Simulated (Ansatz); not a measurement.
We consider Sr3Sn2O7 (model structure, started from the Ca3Ti2O7 type, Cmc2₁, No. 36, 24 atoms in the cell), described by LDA (PAW; Ansatz, a program for electronic structure).

Settings: plane-wave cutoff 520 eV, 6×6×6 k mesh, Fermi–Dirac smearing 0.01 eV, scalar-relativistic PAW data made under PBE.

Cell (relaxed at this level):

Space group Cmc2₁ (No. 36); a = 20.3898 Å, b = 5.6866 Å, c = 5.6758 Å, α = β = γ = 90.00°

```tsv
atom	site	symmetry	x	y	z
Sr	4a	m..	0.0000	0.7450	0.0318
Sr	8b	1	0.1880	0.2596	0.4724
Sn	8b	1	0.0984	0.2491	0.0004
O	8b	1	0.1111	0.0349	0.7160
O	8b	1	0.0832	0.4663	0.2841
O	8b	1	0.1972	0.3062	0.0150
O	4a	m..	0.0000	0.1787	0.9840
```
(The calculation used a cell of 24 atoms; values per cell refer to that cell.)

Question: What does this level give for the band gap?

Answer: 
- band gap: 2.72 eV (on the SCF k mesh)

Note: the relaxation could raise the start's symmetry but not lower it, so the cell can be a saddle point.

Spin–orbit coupling is not included.

Computed values are for the static lattice.

A model structure was made by putting elements into a prototype or built by hand; it is no filed structure, need not be a known phase, and can be a saddle point held by its symmetry.
